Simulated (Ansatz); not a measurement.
## hypothetical P6_3/mmc PbI2 with two functionals, 2 layers

The reference is PbI₂ in the 2H-MoS2 type structure (space group P6_3/mmc, No. 194; a = 4.398 Å, c = 14.845 Å; a hypothetical phase, not in the database extracts checked).

(Cell as relaxed with PBE-D3(BJ).)

Levels (all Ansatz, a quantum-chemistry and plane-wave program, PAW, earlier PAW set): PBE-D3(BJ) (420 eV, spin-orbit coupling left out); PBEsol-D3(BJ) (420 eV, scalar-relativistic without spin-orbit coupling).

Each level relaxes its own structure.

```csv
base,PBE-D3(BJ),PBEsol-D3(BJ)
volume per atom,41.44 Å³,37.85 Å³
lattice parameter a,4.398 Å,4.273 Å
band gap,1.99 eV,1.39 eV
```

One thing is altered: a free-standing slab of 2 layers (6 atoms, 3 a layer) is cut normal to the stacking axis, with 15 Å of vacuum and the in-plane cell relaxed.

| quantity | PBE-D3(BJ) | PBEsol-D3(BJ) |
|---|---|---|
| excess energy per area of both faces (slab less bulk energy over the cell's area: twice a surface energy) | 0.21 J/m² | ? |
| thickness between the outermost nuclei | 11.54 Å | ? |
| shortest interatomic distance | 3.263 Å | ? |
| in-plane lattice parameter a | 4.399 Å | ? |

### Question
What does PBEsol-D3(BJ) give?

### Answer

- excess energy per area of both faces (slab less bulk energy over the cell's area: twice a surface energy), PBEsol-D3(BJ): 0.36 J/m²
- thickness between the outermost nuclei, PBEsol-D3(BJ): 11.28 Å
- shortest interatomic distance, PBEsol-D3(BJ): 3.205 Å
- in-plane lattice parameter a, PBEsol-D3(BJ): 4.280 Å

PBE-D3(BJ)'s excess energy per area of both faces lies 0.15 J/m² below PBEsol-D3(BJ)'s; PBE-D3(BJ)'s thickness between the outermost nuclei lies 0.254 Å above PBEsol-D3(BJ)'s; PBE-D3(BJ)'s shortest interatomic distance lies 0.058 Å above PBEsol-D3(BJ)'s (1.8 %); PBE-D3(BJ)'s in-plane lattice parameter a lies 0.119 Å above PBEsol-D3(BJ)'s. Neither level is exact; PBEsol-D3(BJ) is the comparison here, not a measurement.

The excess energy carries the mismatch between the slab's and the bulk's meshes. Spin-orbit coupling, missing from the scalar runs, can matter with I and Pb. Stability against distortions was not tested.
